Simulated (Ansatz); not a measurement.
**Hypothetical zinc blende LaN, pressure series**

Base system: LaN in the zinc blende structure (space group F-43m, No. 216; a hypothetical phase, not in the database extracts checked).

LaN is modelled in the cubic space group F-43m (No. 216), the zinc blende structure, Pearson symbol cF8. Cell: a = b = c = 5.546 Å, α = β = γ = 90.00°. N on 4c sees 4 La at 2.402 Å (tetrahedral). La on 4a sees 4 N at 2.402 Å (tetrahedral). (Neighbours: up to the widest gap in distance over summed covalent radii, below 1.35, at either atom; cation-cation and far metal-metal contacts left out.)
(The calculation used a cell of 2 atoms; values per cell refer to that cell.)

Cell and atoms are relaxed at each pressure.

All numbers come from plane-wave PAW DFT at the PBEsol level (Ansatz, a first-principles code, 420 eV), no spin-orbit coupling.

```
case              width of the top valence band   electron mass  smallest direct gap
----------------  -----------------------------  --------------  -------------------
base                                    2.08 eV  0.39 mₑ (at Γ)              2.22 eV
pressure −2 GPa                         2.00 eV  0.38 mₑ (at Γ)              2.19 eV
pressure −1 GPa                         2.04 eV  0.39 mₑ (at Γ)              2.21 eV
pressure 0.3 GPa                        2.10 eV  0.39 mₑ (at Γ)              2.23 eV
pressure 0.7 GPa                        2.11 eV  0.39 mₑ (at Γ)              2.23 eV
pressure 1.5 GPa                        2.15 eV  0.39 mₑ (at Γ)              2.25 eV
pressure 3 GPa                          2.21 eV  0.39 mₑ (at Γ)              2.27 eV
pressure 5 GPa                          2.29 eV  0.39 mₑ (at Γ)              2.30 eV
pressure 7.5 GPa                        2.39 eV  0.40 mₑ (at Γ)              2.33 eV
pressure 10 GPa                         2.48 eV  0.40 mₑ (at Γ)              2.36 eV
```

Load acts through the strain it causes; cell and atoms are relaxed under it. Effective masses come from finite differences of ±0.01 Å⁻¹. Whether these cells are dynamically stable was not tested. Competing high-pressure phases were not computed.
